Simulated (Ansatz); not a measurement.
# Hypothetical P6_3/mmc PbS: thickness series

The reference is PbS (space group P6_3/mmc, No. 194; a = 4.951 Å, c = 5.916 Å; a hypothetical phase, not in the database extracts checked). Axes: x lies along a and z along c of the hexagonal cell.

Free-standing slabs (4 atom(s) a layer) normal to the y axis with 15 Å of vacuum; in-plane cell held at bulk.

Calculations: Kohn–Sham DFT with the PBEsol functional, run in Ansatz (a first-principles code) with PAW and 420 eV plane waves, spin-orbit coupling left out.

Notes on the quantities. excess energy per area of both faces: slab less bulk energy over the cell's area: twice a surface energy; layer's space group: with vacuum.

```json
[
 {"change": "base", "change of the spacing d23 from its bulk value of 2.859 Å": "–", "excess energy per area of both faces": "–", "gap character": "–", "band gap": "1.29 eV", "layer's space group": "–"},
 {"change": "1 layer", "change of the spacing d23 from its bulk value of 2.859 Å": "–", "excess energy per area of both faces": "–", "gap character": "direct at Y–Γ (17 % along)", "band gap": "1.58 eV", "layer's space group": "Pmmn (No. 59)"},
 {"change": "2 layers", "change of the spacing d23 from its bulk value of 2.859 Å": "+4.0 %", "excess energy per area of both faces": "0.53 J/m²", "gap character": "indirect, Y → X", "band gap": "0.94 eV", "layer's space group": "Pmma (No. 51)"},
 {"change": "3 layers", "change of the spacing d23 from its bulk value of 2.859 Å": "+2.3 %", "excess energy per area of both faces": "0.55 J/m²", "gap character": "indirect, k = (0.286, -1/2, 0) in the run's primitive reciprocal basis → Y", "band gap": "0.74 eV", "layer's space group": "Pmmn (No. 59)"},
 {"change": "4 layers", "change of the spacing d23 from its bulk value of 2.859 Å": "+2.0 %", "excess energy per area of both faces": "0.55 J/m²", "gap character": "indirect, X–S (60 % along) → X", "band gap": "0.65 eV", "layer's space group": "Pmma (No. 51)"}
]
```

Slab and bulk use different k-meshes, which limits the precision of the excess energy. Spin-orbit coupling, missing from the scalar runs, can matter with Pb. Stability against distortions was not tested. The base started in P6_3mc and relaxed to P6_3/mmc at this level. Labels are those of the standard path for the cell's own space group.
